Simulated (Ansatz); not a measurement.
Take SnS in the GeS type structure (space group Pnma, No. 62) as the base.

Space group Pnma (No. 62); a = 10.912 Å, b = 3.953 Å, c = 4.112 Å, α = β = γ = 90.00°

```
atom  site  symmetry       x       y       z
----  ----  --------  ------  ------  ------
Sn      4c       .m.  0.3828  0.2500  0.4072
S       4c       .m.  0.1449  0.2500  0.4762
```

All numbers come from PBEsol-D3(BJ) (Ansatz, a quantum-chemistry and plane-wave program), without spin-orbit coupling.

For the base:

```
Quantity   Result
--------  -------
Band gap  0.30 eV
```

It is then changed as follows: the cell is scaled by 1.0073 in all directions; the atoms relax in the strained cell.

Question: Predict the new band gap.

Answer: The band gap goes up by 0.15 eV (0.30 eV → 0.45 eV).

Whether these cells are dynamically stable was not tested.
